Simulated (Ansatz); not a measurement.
## Equilibrium lattice constant a of Pd3GaC (model structure, started from the Ni3MgC type, Pm-3m, No. 221, 5 atoms in the cell) at several levels of theory

No measured value is used here.

```json
[
 {"level (code)": "LDA (Ansatz)", "value (Å)": "[?]"},
 {"level (code)": "PBE (Ansatz)", "value (Å)": "4.139"},
 {"level (code)": "PBEsol (Ansatz)", "value (Å)": "4.082"}
]
```

### Question
Fill in the missing entries.

### Answer

- LDA (Ansatz, a first-principles code), value (Å): 4.049

Ansatz's density-functional and Hartree–Fock values are scalar-relativistic unless marked +SOC, with PAW data made under PBE.

A model structure was made by putting elements into a prototype or built by hand; it is no filed structure, need not be a known phase, and can be a saddle point held by its symmetry.
